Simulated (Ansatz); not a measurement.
C on the 1x1 (0001) surface of hcp Ti, one in a 2x2 cell, energies for each (29.9 Å²). Energies are against an atom of graphite, without zero-point or thermal terms; each row is named by its start.

These are PBE (plane waves to 420 eV, PAW; Ansatz, a program for electronic structure) values and carry that method's errors.

Model: 17-atom slab, 6.8 Å thick at the start under the adsorbate (thin: gaps and levels are the slab's own), 6x6x1 mesh, Fermi-Dirac 0.1 eV, dipole correction, 8 atoms held, the rest relaxed; each run with such symmetry as its start has; spin where the adsorbate may keep a moment, no spin-orbit, no U, no dispersion correction.

A negative adsorption energy means that the adsorbate is more stable on the surface than in its reference. Starts that drift may end in the same place. Heights count from the host atoms within 0.3 Å of the top one.

| starting site | E_ads (eV) | height (Å) | nearest host atom (Å) | bonded to | Δ work function (eV) | lateral drift (Å) | moment (μB) |
|---|---|---|---|---|---|---|---|
| top Ti | 2.66 | 1.39 | Ti 1.82 | Ti | 0.43 | 0.0 | 1.7 |
| hollow Ti-Ti-Ti | 0.08 | 0.98 | Ti 1.96 | 3 Ti | 0.53 | 0.0 | – |
| hollow Ti-Ti-Ti over Ti at depth 2.2 Å | -0.04 | 0.82 | Ti 1.95 | 3 Ti | 0.41 | 0.0 | – |
| bridge Ti-Ti (span 2.9 Å) | -0.04 | 0.80 | Ti 1.95 | 3 Ti | 0.40 | 0.8 | – |
